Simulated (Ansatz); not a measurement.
# GaSb under a change: isotropic strain −4.05 %

Consider GaSb in the zinc blende structure (space group F-43m, No. 216; a = 6.2141 Å).

Modification: the cell is scaled by 0.9595 in all directions; the atoms relax in the strained cell.

The values are results of PBE (Ansatz, a first-principles code), scalar-relativistic without spin-orbit coupling, earlier PAW set, not measurements. k-mesh 13×13×13 (Γ-centred); smearing 0.05 eV (Fermi–Dirac).

The space group stays F-43m (No. 216) and the shortest interatomic distance falls by 0.109 Å to 2.582 Å. The energy increases by 72 meV/atom and the pressure goes from zero to 7.5 GPa. The band gap changes from zero to 0.58 eV and the electron mass amounts to 1.7 mₑ along k, 0.086 mₑ across (at L). The valley order (the lowest conduction-band minima on the path, energy above the VBM, named in the base's zone) comes out as L along ⟨111⟩ 0.58 eV; Γ 0.60 eV; a point along ⟨100⟩, about 0.9 Å⁻¹ from Γ 0.77 eV.

With Sb present, leaving out spin-orbit coupling can change the band edges. Effective masses come from finite differences of ±0.01 Å⁻¹. Along k means along the line from Γ to the band edge. No phonon test of stability was made. The final runs are not spin-polarised. A zero or small gap of GaSb can be the functional's error rather than a property of the material.
